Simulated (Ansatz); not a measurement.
A thin film of InP (zinc blende, F-43m) is deposited stress-free at 725 K on a thick substrate of zinc blende GaAs and cooled to 300 K. Take the in-plane direction as the cubic or basal-plane axis of each crystal, and these free lattice constants from quasi-harmonic lattice dynamics on LDA in Ansatz (an electronic-structure program).

```json
[
 {"crystal": "InP", "a at 300 K (Å)": "5.83790", "a at 725 K (Å)": "5.85115"},
 {"crystal": "GaAs", "a at 300 K (Å)": "5.61593", "a at 725 K (Å)": "5.63271"}
]
```

 Spin-orbit coupling is not included.

What in-plane thermal strain does the film carry at 300 K, and is it tensile or compressive?

With logarithmic strains ln(a_hot/a_300): left free, the film would shrink by 0.227 % and the substrate by 0.298 %. The film is held to the substrate, so its strain is -0.072 %: compressive. Plastic relief and phase changes are ignored.
